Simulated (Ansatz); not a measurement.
Base system: CrI$_{3}$ in the BiI3 type structure (space group R-3, No. 148; a = 6.892 Å, c = 19.892 Å (hexagonal axes); ferromagnetic; layered, stacked along the Cartesian z axis).

The values are results of r2SCAN+rVV10 (Ansatz, a quantum-chemistry and plane-wave program, PAW, scalar-relativistic without spin-orbit coupling), earlier PAW set, not measurements.

Before the change:

```
Quantity           Result
---------------  --------
c/a ratio           2.886
Volume per atom  34.09 Å³
```

Perturbation: Cd takes the place of Cr on all its sites; the structure is relaxed again.

Q: What does the calculation give for the c/a ratio after the change?

A: The c/a ratio grows by 0.2894, from 2.886 to 3.176.

Q: Predict the new volume per atom.

A: The volume per atom rises by 2.59 Å³ (34.09 Å³ → 36.68 Å³).

Other magnetic orders, which the real material may have, were not ruled out. Whether these cells are dynamically stable was not tested. As relaxed here, CdI3 is a hypothetical phase, not in the database extracts checked. Spin-polarised in the final run: base; the other runs are not.
